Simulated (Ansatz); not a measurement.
Structures of equal composition on the (0001) surface of hcp Ti: a layer of Pd in place of the second plane; a layer of Pd in place of the third plane. The slabs share one bottom face, and each structure is named by its start. These are constructed structures in small cells; real faces may alloy, dewet or reconstruct in larger ones, and not all known structures of the face are among them. Slabs of about 12 Å with all that they carry, Fermi-Dirac smearing of 0.1 eV. Bottom of the slabs: a bare face, its two planes held. Relaxed from the named starts with such symmetry as they have, on meshes of like density; energies extrapolated to zero smearing; no spin-orbit coupling, no U. Spin-polarised runs, if any, are marked in brackets, and their order is one that fits the cell; the others ran without spin.

These are PBE (plane waves to 420 eV, PAW; Ansatz, a first-principles code) values and carry that method's errors.

Q: Rank these by energy per 1x1 cell (lowest first), as PBE gives it.

A: a layer of Pd in place of the third plane (0.000 eV), a layer of Pd in place of the second plane (0.245 eV)
